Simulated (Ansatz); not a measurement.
# FePt, response to strain

Base system: FePt (space group P4/mmm, No. 123; a = 2.735 Å, c = 3.722 Å; ferromagnetic; relaxed with 0.1 eV smearing). Axes: x, y, z lie along a, b, c of the conventional cell.

Strains are applied to the cell and any free atomic positions relax; under biaxial strain the out-of-plane vector relaxes too.

Computed with Ansatz (a program for electronic structure), r2SCAN, PAW, cutoff 500 eV, scalar-relativistic without spin-orbit coupling.

Notes on the quantities. pressure: mean of the normal stresses, compression positive.

```csv
change,volume per atom,pressure,largest site moment
base,13.92 Å³,0.0 GPa,3.29 μB
"biaxial strain +0.26 %, plane normal [001], relaxed out of plane",?,-0.5 GPa,3.30 μB
"biaxial strain +1.63 %, plane normal [001], relaxed out of plane",14.13 Å³,-2.9 GPa,3.33 μB
"biaxial strain +3.12 %, plane normal [001], relaxed out of plane",?,-5.4 GPa,3.35 μB
isotropic strain −2.60 %,12.86 Å³,?,?
isotropic strain +0.28 %,14.04 Å³,-1.8 GPa,3.31 μB
isotropic strain +1.18 %,14.42 Å³,-7.0 GPa,3.34 μB
uniaxial strain ε_yy = +2.56 %,14.28 Å³,-4.9 GPa,3.33 μB
tensor shear ε_yz = +2.97 %,13.91 Å³,1.0 GPa,3.29 μB
```

### Question
Complete the table.

### Answer

- biaxial strain +0.26 %, plane normal [001], relaxed out of plane, volume per atom: 13.95 Å³
- biaxial strain +3.12 %, plane normal [001], relaxed out of plane, volume per atom: 14.32 Å³
- isotropic strain −2.60 %, pressure: 20.6 GPa
- isotropic strain −2.60 %, largest site moment: 3.17 μB

The magnetic state is the one reached from the starting moments; the real material's order can differ, and small cells can't hold many antiferromagnetic ones. Whether these cells are dynamically stable was not tested.
